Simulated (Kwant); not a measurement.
Computed with Kwant: Hückel tight-binding model, one pz orbital an atom, one spin, coherent transport at 0 K. Conductance is in e²/h.

System: π system c1ccc2nc3ccccc3nc2c1 between two chain leads. The π system is taken as planar. Atoms are numbered from 0 in the order of the SMILES. Site energies (eV, carbon 0): [0.0, 0.0, 0.0, 0.0, -1.35, 0.0, 0.0, 0.0, 0.0, 0.0, 0.0, -1.35, 0.0, 0.0]. Bonds (i, j, β in eV): (0,1,-2.7) (1,2,-2.7) (2,3,-2.7) (3,4,-2.7) (4,5,-2.7) (5,6,-2.7) (6,7,-2.7) (7,8,-2.7) (8,9,-2.7) (9,10,-2.7) (10,11,-2.7) (11,12,-2.7) (12,13,-2.7) (13,0,-2.7) (12,3,-2.7) (10,5,-2.7). Leads: chains of hopping −4.1 eV, joined by −1.4 eV to atoms 0 and 7.

Site energies and bond integrals are typed Hückel values.

Sweep values stay those of the base run.

One input was changed, with this effect: transmission at E = 0 0.014 → 0.083.

Which change was it?
A) contacts moved from atoms [0, 7] to [0, 13]
B) contacts moved from atoms [0, 7] to [0, 8]
C) contacts moved from atoms [0, 7] to [0, 6]
D) contacts moved from atoms [0, 7] to [0, 9]
E) contacts moved from atoms [0, 7] to [0, 2]
F) contacts moved from atoms [0, 7] to [2, 9]

A, contacts moved from atoms [0, 7] to [0, 13]
